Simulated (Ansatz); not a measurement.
**CuI (Cmcm, No. 63, 4 atoms in the cell; start mp-1007922; a measured phase of this formula has another space group)**

Computed with r²SCAN (Ansatz, a first-principles code, PAW).

Numerical settings: plane-wave cutoff 500 eV, 8×8×10 k mesh (along the axes of the cell as run), Fermi–Dirac smearing 0.05 eV, no spin polarisation, scalar-relativistic PAW data made under PBE.

Cell (relaxed at this level):

```
CuI
1.0
    3.78274    -3.73162     0.00000
    3.78274     3.73162     0.00000
    0.00000     0.00000     4.30308
Cu I
2 2
Cartesian
  3.78274   0.59813   3.22731
  3.78274  -0.59813   1.07577
  3.78274  -2.00356   3.22731
  3.78274   2.00356   1.07577
```

For CuI (Cmcm, No. 63, 4 atoms in the cell; start mp-1007922; a measured phase of this formula has another space group), the band gap comes out as 1.41 eV (on the SCF k mesh).

Note: the relaxation could not lower the start's symmetry, so the cell can be a saddle point above a distorted one; the cell has widely spaced layers and the level no dispersion term, so their spacing and the moduli can rest on weak binding.

Spin–orbit coupling is not included; with these elements it can move the gap by several tenths of an eV or more.

A start named mp-… is a Materials Project structure, which need not be a measured phase.
